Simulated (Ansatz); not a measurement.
We consider fluorite PtAl₂, described by HSE06 in Ansatz (plane waves, PAW).

Numerical settings: plane-wave cutoff 500 eV, 8×8×8 k mesh, Fermi–Dirac smearing 0.1 eV, scalar-relativistic PAW data made under PBE.

Computed at the level's own relaxed cell.

Problem. What does this level give for the volume per atom and equilibrium lattice constant a?

Solution. 
* **volume per atom**: 17.15 Å³/atom
* **equilibrium lattice constant a**: 5.904 Å

Measured, for comparison: lattice constant a 5.91 Å (temperature not stated, copied from a table, unchecked, not corrected to a static lattice; as tabulated in Crystal Structures 1, 239 (1963)). Computed (rounded) less measured: lattice constant a not scored (unchecked).

Note: exact exchange on metals is sensitive to the k mesh and can open a false gap; the run warned that the count of filled bands differs between k points.

Spin–orbit coupling is not included.

The computed numbers hold no vibrational or temperature effects.

It cost very roughly 4 core-minutes of CPU time.

Ansatz is a program for electronic structure.
